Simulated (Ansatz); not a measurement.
# Pressure series in Re

Take Re in the hcp (Mg type) structure (space group P6_3/mmc, No. 194) as the base.

```
Re
1.0
    2.75770     0.00000     0.00000
   -1.37885     2.38824     0.00000
    0.00000     0.00000     4.46255
Re
2
Direct
  0.33333   0.66667   0.75000
  0.66667   0.33333   0.25000
```

Cell and atoms are relaxed at each pressure.

Method: r2SCAN (Ansatz, a quantum-chemistry and plane-wave program, PAW, no SOC), earlier PAW set.

```json
[
 {"pressure (GPa)": "-2", "volume per atom (Å³/atom)": "14.772"},
 {"pressure (GPa)": "-1", "volume per atom (Å³/atom)": "14.734"},
 {"pressure (GPa)": "0", "volume per atom (Å³/atom)": "14.695"},
 {"pressure (GPa)": "3", "volume per atom (Å³/atom)": "14.584"},
 {"pressure (GPa)": "15", "volume per atom (Å³/atom)": "14.178"},
 {"pressure (GPa)": "30", "volume per atom (Å³/atom)": "?"},
 {"pressure (GPa)": "50", "volume per atom (Å³/atom)": "13.255"},
 {"pressure (GPa)": "75", "volume per atom (Å³/atom)": "12.745"},
 {"pressure (GPa)": "100", "volume per atom (Å³/atom)": "12.317"}
]
```

### Question
Fit the third-order Birch–Murnaghan form P(V) = (3B₀/2)[(V₀/V)^(7/3) − (V₀/V)^(5/3)]·[1 + (3/4)(B₀′ − 4)((V₀/V)^(2/3) − 1)] (squares taken in P) to the rows shown and predict the withheld row.

### Answer
Least squares on the printed values gives V₀ = 14.695 Å³/atom, B₀ = 389 GPa, B₀′ = 4.2; this predicts 13.745 Å³/atom, and the run gives 13.744 Å³/atom, in agreement.

Load acts through the strain it causes; cell and atoms are relaxed under it. Whether these cells are dynamically stable was not tested. Competing high-pressure phases were not computed. All final runs are without spin polarisation.
